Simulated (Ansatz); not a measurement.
The parent structure is CdCu$_{2}$GeSe$_{4}$ (space group I-42m, No. 121).

Space group I-42m (No. 121); a = b = 5.7302 Å, c = 11.0241 Å, α = β = γ = 90.00°

| atom | site | symmetry | x | y | z |
|---|---|---|---|---|---|
| Ge | 2b | -42m | 0.0000 | 0.0000 | 0.5000 |
| Cu | 4d | -4.. | 0.0000 | 0.5000 | 0.2500 |
| Se | 8i | ..m | 0.2672 | 0.2672 | 0.1370 |
| Cd | 2a | -42m | 0.0000 | 0.0000 | 0.0000 |
(The calculation used a cell of 8 atoms; values per cell refer to that cell.)

Calculations: PBEsol (Ansatz, a program for electronic structure), without spin-orbit coupling.

Strains are applied to the cell and any free atomic positions relax.

One change was made to it. Results:

The energy increases by 2.3 meV/atom; the pressure (mean of the normal stresses, compression positive) goes from zero to -1.4 GPa.

Task: Name the change that was made.
A) isotropic strain +0.75 %
B) isotropic strain +3.00 %
C) isotropic strain +2.25 %
D) isotropic strain +1.50 %

Result: A, isotropic strain +0.75 %. For comparison, the energy relative to the base in the other runs: isotropic strain +2.25 % gives +20 meV/atom; isotropic strain +1.50 % gives +9.0 meV/atom; isotropic strain +3.00 % gives +34 meV/atom.

The mesh was chosen for an insulator and is coarse for the gapless case. Whether these cells are dynamically stable was not tested. The final runs are not spin-polarised. Gaps under 0.05 eV, about the width of the smearing, are given as zero.
